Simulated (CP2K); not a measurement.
Band structure of HfO₂ (P4_2/nmc, 6 atoms in the cell).

```yaml
crystal:
  lattice:
    - [3.61068, 0.00000, 0.00000]
    - [0.00000, 3.61068, 0.00000]
    - [0.00000, 0.00000, 5.24840]
  atoms:
    - { symbol: Hf, position: [0.50000, 0.50000, 0.50000] }
    - { symbol: Hf, position: [0.00000, 0.00000, 0.00000] }
    - { symbol: O, position: [0.00000, 0.50000, 0.69721] }
    - { symbol: O, position: [0.00000, 0.50000, 0.19721] }
    - { symbol: O, position: [0.50000, 0.00000, 0.80279] }
    - { symbol: O, position: [0.50000, 0.00000, 0.30279] }
```

Method: PBE, GPW, DZVP-MOLOPT-SR-GTH basis, GTH-PBE potentials (GTH_POTENTIALS) (CP2K).

Settings: CUTOFF = 500 Ry; REL_CUTOFF = 50 Ry; SMEAR/METHOD = FERMI_DIRAC; ELECTRONIC_TEMPERATURE = 580.23 K; KPOINTS/SCHEME = MONKHORST-PACK 5 5 3; XC_FUNCTIONAL = PBE; Hf/BASIS_SET = DZVP-MOLOPT-SR-GTH; Hf/POTENTIAL = GTH-PBE-q12; O/BASIS_SET = DZVP-MOLOPT-SR-GTH; O/POTENTIAL = GTH-PBE-q6; METHOD = GPW; EPS_DEFAULT = 1e-10; EXTRAPOLATION = USE_GUESS; NGRIDS = 5.

The starting cell comes from a database of computed structures (which also holds hypothetical and non-ambient phases and stackings), without a prior relaxation at this level. Its lattice was rescaled by a random factor within 2.5 % of one. Spin-orbit coupling is off. Values carry the incompleteness of an atom-centred basis.

**Question.** Predict the gap along the standard path and the places of the band edges.

**Answer.** The gap along the path is 4.59 eV, from Z to Γ; the smallest direct gap on it is 4.66 eV.

Levels in eV from the top of the valence band on the SCF mesh, bands 21 to 25:
```csv
point,21,22,23,24,25
Γ,-0.68,-0.13,-0.05,-0.05,4.61
X,-1.42,-1.42,-0.14,-0.14,5.02
M,-0.77,-0.77,-0.59,-0.59,5.68
Z,-0.71,-0.71,0.02,0.02,5.21
R,-1.39,-1.39,-0.93,-0.93,5.12
A,-1.40,-1.40,-0.09,-0.09,5.74
```

Higher empty bands are left out: an atom-centred basis made for the valence describes them poorly.
